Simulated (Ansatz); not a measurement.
The reference is Cr in the bcc (W type) structure (space group Im-3m, No. 229; a = 2.814 Å; non-magnetic).

Calculations: DFT with PBEsol, PAW potentials and a 420 eV plane-wave cutoff in Ansatz (an electronic-structure program), no SOC.

```tsv
level	lattice parameter a
PBEsol	2.814 Å
```

Measured: lattice parameter a 2.877 Å (static lattice; corrected from measurement; as listed in H. Levämäki et al., Physical Review B (2014)).

Computed minus measured — lattice parameter a: PBEsol -2.2 %.

Stability against distortions was not tested. Starting moments died away, wholly or in part, for the base; another magnetic solution may exist. The final runs are not spin-polarised. Real Cr is antiferromagnetic at low temperature and ambient pressure, an order that this cell doesn't hold.
